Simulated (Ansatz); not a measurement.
How far PBE and r2SCAN part for SiC, pressure 30 GPa

Take SiC (space group P6_3mc, No. 186; a = 3.094 Å, c = 10.129 Å) as the base.

(Cell as relaxed with PBE.)

Levels (all Ansatz, a program for electronic structure, PAW, earlier PAW set): PBE (420 eV, no SOC); r2SCAN (500 eV, no spin-orbit coupling).

Each level relaxes its own structure.

| base | PBE | r2SCAN |
|---|---|---|
| volume per atom | 10.50 Å³ | 10.33 Å³ |
| lattice parameter a | 3.094 Å | 3.078 Å |
| band gap | 2.22 eV | 2.60 eV |

It is then changed as follows: cell and atoms relaxed at a pressure of 30 GPa.

| quantity | PBE | r2SCAN |
|---|---|---|
| band gap | 2.24 eV | ? |
| shift of the gap caused by the change | +0.02 eV | ? |
| shortest interatomic distance | 1.823 Å | ? |

Q: Given the PBE results, estimate those of r2SCAN.

A: 
- band gap, r2SCAN: 2.64 eV
- shift of the gap caused by the change, r2SCAN: +0.04 eV
- shortest interatomic distance, r2SCAN: 1.817 Å

PBE's band gap lies 0.40 eV below r2SCAN's; PBE's shift of the gap caused by the change lies 0.025 eV below r2SCAN's; PBE's shortest interatomic distance lies 0.006 Å above r2SCAN's (0.3 %). Neither level is exact; r2SCAN is the comparison here, not a measurement.

Load acts through the strain it causes; cell and atoms are relaxed under it. No phonon test of stability was made. Competing high-pressure phases were not computed.
